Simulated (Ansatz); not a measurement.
## PBE against PBEsol: hypothetical cubic perovskite NaCaF3, strain tensor (xx, yy, zz, yz, xz, xy) = (−0.15, +0.58, +0.35, −1.01, −1.84, +0.80) %

Start from NaCaF$_{3}$ in the cubic perovskite structure (space group Pm-3m, No. 221; a = 4.4310 Å; a hypothetical phase, not in the database extracts checked). Axes: x, y, z lie along the cube axes.

(Cell as relaxed with PBE.)

Levels (all Ansatz, a quantum-chemistry and plane-wave program, PAW): PBE (420 eV, scalar-relativistic without spin-orbit coupling); PBEsol (420 eV, no SOC).

Each level relaxes its own structure.

```tsv
base	PBE	PBEsol
volume per atom	17.40 Å³	16.71 Å³
lattice parameter a	443.1 pm	437.2 pm
```

Modification: strain tensor (xx, yy, zz, yz, xz, xy) = (−0.15, +0.58, +0.35, −1.01, −1.84, +0.80) %, atoms relaxed at fixed cell.

```csv
quantity,PBE,PBEsol
"pressure (mean of the normal stresses, compression positive)",-0.37 GPa,___
energy relative to the base (free energy F),+1.6 meV/atom,___
shortest interatomic distance,221.3 pm,___
```

Problem. What does PBEsol give?

Solution. 
- pressure (mean of the normal stresses, compression positive), PBEsol: -0.40 GPa
- energy relative to the base (free energy F), PBEsol: +1.6 meV/atom
- shortest interatomic distance, PBEsol: 218.3 pm

PBE's shortest interatomic distance lies 3.0 pm above PBEsol's (1.4 %); the two agree on the energy relative to the base. Neither level is exact; PBEsol is the comparison here, not a measurement.

No phonon test of stability was made. Many cubic perovskites are stable only at high temperature; tilts and polar distortions were not tested.
